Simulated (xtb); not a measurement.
xtb 6.7.1, GFN1-xTB: Cr(O)2(OH)(NMe2) (C[N](C)[Cr](=[O])(=[O])[OH]), 14 atoms. The geometry is a generated start, not checked to be a minimum at this level.

```yaml
method: GFN1-xTB
"--acc": 1 (default)
"--etemp (K)": 300 (default)
detailed input (--input): "none: ANC optimiser, Lindh (1995) Hessian, microcycle=20, maxdispl=1.0, hlow=0.01 (default)"
basis_functions: 48
valence_electrons: 44
```

```xyz
14

Cr     0.8713    -1.3042     0.0166
O      2.2350    -0.9203    -0.6233
O      0.8926    -1.8090     1.4852
O     -0.1089    -2.2682    -0.9957
H     -0.4798    -3.0067    -1.4765
N      0.0180     0.2731     0.1212
C     -0.9868     0.5896     1.1068
C      0.2775     1.3889    -0.7570
H     -0.7103     1.4961     1.6612
H     -1.9547     0.7636     0.6208
H     -1.0871    -0.2391     1.8065
H     -0.5501     1.5179    -1.4663
H      0.3886     2.3164    -0.1819
H      1.1947     1.2019    -1.3175
```

Charge 0 and multiplicity 1 are set for this test and not shown to be the ground state.

The structure is relaxed from this start with --opt LEVEL for the levels crude, sloppy, loose, lax, normal, tight, vtight, extreme, once each. Up to the end of the extreme run atoms move by at most 0.41 Å along an axis.

**Question.** Which level is enough to come within 20 meV of the tightest end point?

**Answer.** loose: 13 cycles against 35, ending 2.1 meV above.

```tsv
level	cycles	energy above the extreme run (meV)	gradient norm (eV/Å)
crude	4	39	0.19
sloppy	4	39	0.19
loose	13	2.1	0.16
lax	15	0.62	0.13
normal	17	0.30	0.042
tight	19	0.25	0.018
vtight	34	under 0.01	0.0031
extreme	35	—	0.0016
```
